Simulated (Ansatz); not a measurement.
SiC: biaxial strain −3.84 %, plane normal [001], relaxed out of plane

Base system: SiC in the zinc blende structure (space group F-43m, No. 216; a = 4.357 Å). Axes: x, y, z lie along the cube axes.

One thing is altered: compressive biaxial strain of 3.84 % in the plane normal to [001], as in epitaxy on a mismatched substrate; the out-of-plane cell vector and the atoms relax.

Computed with r2SCAN/PAW in Ansatz (a first-principles code), no spin-orbit coupling, earlier PAW set. Settings: 13×13×13 k-points, 0.05 eV Fermi–Dirac smearing.

```tsv
quantity	base	changed	shift
volume per atom	10.34 Å³	9.79 Å³	-0.55 Å³
space group	F-43m (No. 216)	I-4m2 (No. 119)	–
shortest interatomic distance	1.886 Å	1.854 Å	-0.032 Å
energy relative to the base (free energy F)	0 meV/atom	+47 meV/atom	+47 meV/atom
pressure (mean of the normal stresses, compression positive)	0.00 GPa	13.51 GPa	+13.51 GPa
band gap	1.71 eV	1.31 eV	-0.40 eV
gap character	–	indirect, S₀–Γ (85 % along) → X	–
smallest direct gap	5.05 eV	5.05 eV	0.00 eV
valley order (the lowest conduction-band minima on the path, energy above the VBM, named in the base's zone)	X along ⟨100⟩ 1.71 eV	X along [010] 1.31 eV; X along [001] 1.93 eV	–
out-of-plane strain	–	+2.39 %	–
ratio −ε⊥/ε∥	–	0.62	–
mean in-plane stress (compression positive)	–	+20.3 GPa	–
```

Semilocal Kohn–Sham gaps tend to fall short of experiment. No phonon test of stability was made. k-point labels follow each cell's own Brillouin zone.
